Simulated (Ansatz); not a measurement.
For MgO (model structure, started from the BeO type, P4₂/mnm, No. 136, 8 atoms in the cell), LDA in Ansatz (plane waves, PAW) gives:

```
Item                       Result
-------------------  ------------
lattice parameter a       5.437 Å
lattice parameter c       3.240 Å
bulk modulus B0           116 GPa
cohesive energy      5.67 eV/atom
band gap                  3.55 eV
```

**Question.** What does r²SCAN (PAW; Ansatz, a first-principles code) give for the same quantities?

**Answer.** 
- lattice constant a: 5.499 Å (rises by 1.1 %)
- lattice parameter c: 3.266 Å (rises by 0.8 %)
- bulk modulus: 114 GPa (is nearly the same)
- cohesive energy: 5.11 eV/atom (drops by 0.56 eV/atom)
- band gap: 4.16 eV (grows by 0.61 eV)

Changes are worked out from the printed values.

Unless a cell is named, each level is at its own relaxed cell (LDA 11.97, r²SCAN 12.34 Å³/atom).

Density-functional gaps are differences of (generalised) Kohn–Sham levels.

Caveats: the bulk modulus is −V dP/dV from two relaxed cells at ±2 % in volume (LDA, r²SCAN). Ansatz's density-functional and Hartree–Fock values are scalar-relativistic unless marked +SOC, with PAW data made under PBE.

A model structure was made by putting elements into a prototype or built by hand; it is no filed structure, need not be a known phase, and can be a saddle point held by its symmetry.
